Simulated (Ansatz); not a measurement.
Base system: Ta$_{2}$N in the anti-CdI2 type structure (space group P-3m1, No. 164; a = 3.0738 Å, c = 4.8552 Å; relaxed with 0.1 eV smearing). Axes: x lies along a and z along c of the hexagonal cell.

(Cell as relaxed with PBE-D3(BJ).)

Levels (all Ansatz, an electronic-structure program, PAW): PBE-D3(BJ) (420 eV, scalar-relativistic without spin-orbit coupling); r2SCAN+rVV10 (500 eV, spin-orbit coupling left out).

Each level relaxes its own structure.

```csv
base,PBE-D3(BJ),r2SCAN+rVV10
volume per atom,13.24 Å³,13.26 Å³
lattice parameter a,5.809 bohr,5.793 bohr
band gap,zero,zero
```

Now apply this change: uniaxial stress, 0.5 GPa compression along x, with the cell and atoms free to relax against it.

```json
[
 {"quantity": "strain response (xx, yy, zz)", "PBE-D3(BJ)": "(−0.16, +0.02, +0.07) %", "r2SCAN+rVV10": "___"},
 {"quantity": "shortest interatomic distance", "PBE-D3(BJ)": "4.095 bohr", "r2SCAN+rVV10": "___"}
]
```

Problem. Given the PBE-D3(BJ) results, estimate those of r2SCAN+rVV10.

Solution. 
- strain response (xx, yy, zz), r2SCAN+rVV10: (−0.16, +0.03, +0.07) %
- shortest interatomic distance, r2SCAN+rVV10: 4.102 bohr

PBE-D3(BJ)'s shortest interatomic distance lies 0.007 bohr below r2SCAN+rVV10's (0.2 %). Neither level is exact; r2SCAN+rVV10 is the comparison here, not a measurement.

Stability under load was not tested beyond the relaxation. The final runs are not spin-polarised. An odd electron count without spin: Ta2N.
